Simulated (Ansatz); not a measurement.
Ansatz (a first-principles code) run on FeO (Fm-3m, 4 atoms in the cell): relaxation of cell and atoms.

Method: PBEsol, default PAW files made with PBE (plane waves; Ansatz).

The change in words: atoms on their sites; basis.ecutwfc: 420 eV → 250 eV; relax: default → cell and atoms. Reference geometry:
```
FeO
1.0
    4.31701     2.15850     2.15850
    2.15850     4.31701     2.15850
    2.15850     2.15850     4.31701
Fe O
2 2
Cartesian
  0.02886   0.02886   0.02886
  4.31701   4.31701   4.31701
  2.15850   2.15850   2.15850
  6.47551   6.47551   6.47551
```
Moments meant for the start (each program seeds them in its own way; μB, in the order of the atoms Fe Fe O O): 4.0 -4.0 0.0 0.0.

Reference input (self-consistent single point, DFT, PBEsol, plane waves, default PAW files made with PBE): basis.ecutwfc = 420 eV; kpoints.mp_grid.grid = 6 6 6; hamiltonian.xc = pbesol; hamiltonian.pseudopotentials = {kind: paw} (the program's default PAW files); magnetization.spin_polarized = true; scf.occupations.method = fermi_dirac; scf.occupations.width = 0.01 eV. This run's input differs from it in these lines:

Ansatz 0.2 input:
```diff
@@ -6,3 +6,3 @@
   atoms:
-    - { symbol: Fe, position: [0.003343, 0.003343, 0.003343], spin: 4.0 }
+    - { symbol: Fe, position: [0.000000, 0.000000, 0.000000], spin: 4.0 }
     - { symbol: Fe, position: [0.500000, 0.500000, 0.500000], spin: -4.0 }
@@ -11,3 +11,3 @@
 basis:
-  ecutwfc: 420.0
+  ecutwfc: 250.0
 kpoints:
@@ -25,2 +25,4 @@
     width: 0.01
+relax:
+  cell: {}
 output:
```

The program printed (abridged):

```
   [... SCF lines of the steps left out ...]
relax step   1: F+E_penalty+E_count = -10008.59328745 eV  Δ(F+E_penalty+E_count) = +0.000e0 eV  max|allowed force component| = 1.525e-29 eV/Å  Δτ_max = 0.0000 Å  P = -14.745 GPa  Ω = 40.227 Å³  (12 SCF iters, dr2 threshold 1.00e-7 eV, accepted)
relax step   2: F+E_penalty+E_count = -10010.62724173 eV  Δ(F+E_penalty+E_count) = -2.034e0 eV  max|allowed force component| = 1.022e-28 eV/Å  Δτ_max = 0.0000 Å  P = +29.304 GPa  Ω = 38.138 Å³  energy of the carried Pulay correction = +2.447e0 eV  [...]
   [... lines left out ...]
relax step 119: F+E_penalty+E_count = -10008.94576250 eV  Δ(F+E_penalty+E_count) = -6.079e-2 eV  max|allowed force component| = 6.320e-5 eV/Å  Δτ_max = 0.0000 Å  P = -0.358 GPa  Ω = 36.388 Å³  stress off target by 5.94e-1 GPa  SCF on the basis [...]
relax step 120: F+E_penalty+E_count = -10008.96938865 eV  Δ(F+E_penalty+E_count) = -2.363e-2 eV  max|allowed force component| = 4.741e-5 eV/Å  Δτ_max = 0.0001 Å  P = +0.191 GPa  Ω = 36.369 Å³  energy of the carried Pulay correction = +2.358e-2 eV  [...]
Step failed. What follows is not a result of the run: it is the report of the last solve that finished, which converged after 11 SCF iterations.
Magnetization: -0.0000 μB (22.0000 up, 22.0000 down)
Absolute magnetization: 6.9793 μB (∫|ρ↑−ρ↓|, with the PAW one-centre terms)
Spin contamination: 3.6180 ħ² per cell (⟨S²⟩ above its minimum at these occupations)
   [... lines left out ...]
Free energy (F): -10008.969389 eV
Fermi energy:    15.758445 eV
Error: variable-cell relaxation did not converge after 120 `relax_step` rows, as none of its last 40 fresh-basis SCF(s) at a relaxed cell met both thresholds with a finite energy. The last misses `relax.cell.stress_tol`: largest allowed force component 6.32e-5 eV/Å (`relax.f_tol` 1.00e-2 eV/Å), stress off the target on the free part of the cell 5.94e-1 GPa (`relax.cell.stress_tol` 5.00e-2 GPa), F+E_penalty+E_count -10008.94576250 eV. The closest is row 104, whose structure comes with this error. Larger ratio of force or stress to its threshold at each such SCF whose figures are numbers: 303.526, 247.846, 296.870, 300.936, 220.338, 129.865, 105.743, 110.218, 69.655, 63.030, 67.601, [...]
   [... lines left out ...]
to start a new deck from the relaxed geometry:
  cell:  # Å, volume = 36.3815 Å³
    - [4.418372355040442, 2.440411351620851, 2.440411351620851]
    - [2.440411351620851, 4.418372355040442, 2.440411351620851]
    - [2.440411351620851, 2.440411351620851, 4.418372355040443]
  atoms:
    - { symbol: Fe, position: [-1.5126812455521508e-20, -2.863912231749545e-20, 7.029735135480999e-20] }
    - { symbol: Fe, position: [0.5000000000000004, 0.5000000000000004, 0.49999999999999956] }
    - { symbol: O, position: [0.250000897326202, 0.250000897326202, 0.2500008973262017] }
    - { symbol: O, position: [0.7499991026737984, 0.7499991026737984, 0.7499991026737984] }
```

The relaxation ended unconverged. 

The starting cell has typed, rounded lattice constants, without a prior relaxation at this level. Its lattice was rescaled by up to half a per cent. The cutoff lies below the one recommended for these files.

Cost on one core of a shared machine: roughly 4 min.
